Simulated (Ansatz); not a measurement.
BN (model structure, started from the rocksalt type, Fm-3m, No. 225, 2 atoms in the cell), treated with PBEsol in Ansatz (plane waves, PAW).

Settings: plane-wave cutoff 520 eV, 16×16×16 k mesh, Fermi–Dirac smearing 0.01 eV, scalar-relativistic PAW data made under PBE.

Cell (relaxed at this level):

```yaml
crystal:
  lattice:
    - [0.00000, 1.74129, 1.74129]
    - [1.74129, 0.00000, 1.74129]
    - [1.74129, 1.74129, 0.00000]
  atoms:
    - { symbol: N, position: [0.00000, 0.00000, 0.00000] }
    - { symbol: B, position: [0.50000, 0.50000, 0.50000] }
```

Q: What does this level give for the band gap, smallest direct gap on the k points sampled and direct gap at Γ?

A: 
band gap: 1.29 eV (indirect)
smallest direct gap on the k points sampled: 5.87 eV
direct gap at Γ: 10.33 eV

Note: the relaxation could raise the start's symmetry but not lower it, so the cell can be a saddle point.

A model structure was made by putting elements into a prototype or built by hand; it is no filed structure, need not be a known phase, and can be a saddle point held by its symmetry.

Ansatz is an electronic-structure program.
